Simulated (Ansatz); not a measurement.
# Response to strain in BN

Consider BN in the zinc blende structure (space group F-43m, No. 216; a = 3.581 Å). Axes: x, y, z lie along the cube axes.

Strains are applied to the cell and any free atomic positions relax.

Calculations: LDA, PAW, 420 eV (Ansatz, a first-principles code; no spin-orbit coupling).

Notes on the quantities. energy relative to the base: free energy F.

```tsv
uniaxial strain ε_zz (%)	energy relative to the base (meV/atom)
-3	13.6
-2.5	9.4
-2	6.0
-1	?
-0.5	0.4
0	0.0
```

Fit ΔE = Aε² + Bε³ (ε in %) to the rows shown and predict the withheld row.

Least squares on the printed values gives A = 1.48 and B = -0.011 meV/atom (largest residual 0.0 meV/atom); this predicts 1.5 meV/atom, and the run gives 1.5 meV/atom, in agreement.

Whether these cells are dynamically stable was not tested.
